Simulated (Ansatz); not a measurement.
## WSe2: band gap against strain

WSe2 (2H layered, P6_3/mmc, 18.695 Å³/atom at rest, c along z) under a strain ε along c (axis z), the other axes held. PBEsol-D3(BJ) in Ansatz, a plane-wave DFT program (PAW, default set), 420 eV, 12×12×3 Γ-centred mesh, Fermi-Dirac smearing 0.05 eV; ions are relaxed within the symmetry of each cell. Gaps are the smallest over the k-mesh and a band path, without spin-orbit coupling; in all rows the valence edge lies at Γ and the conduction edge at about 0.7 Å⁻¹ from Γ.

Here s stands for strain and Eg for gap.

```
strain (%)  gap (eV)
----------  --------
0.00            0.67
0.60            0.71
1.20            0.74
1.80            0.78
3.00               ?
```

The 4 complete rows are fitted with a straight line, Eg against s. Means: s 0.90000, Eg 0.725. About the means, the sum of products is 0.10800 and the sum of squares of s is 1.8000; the slope is their ratio. Least squares gives Eg = 0.671 + 0.0600·s. Residuals (row less fit): -0.001, 0.003, -0.003, 0.001; standard error 0.003 (degrees of freedom: 2). Over these rows the gap moves by 6.0 ± 0.2 eV per unit strain.

Q: What does the fit predict for Eg at s = 3.00, and how far is the calculated value from it?

A: Eg = 0.671 + 0.0600 × 3.0 = 0.851 eV. The calculation gives 0.84 eV, 0.011 eV below the prediction (6.5 % of the range of Eg in the table). The row lies outside the fitted rows, so this is an extrapolation. The fitted rows scatter only by rounding.

Spin-orbit coupling is left out, which can shift this property for WSe2. Rows are the converged runs of the series near zero and its far end; series whose fitted rows scatter by over a few per cent of the range, as at a crossing or softening among them, aren't shown in this form. Most that stay on the fit to the last digits aren't either.
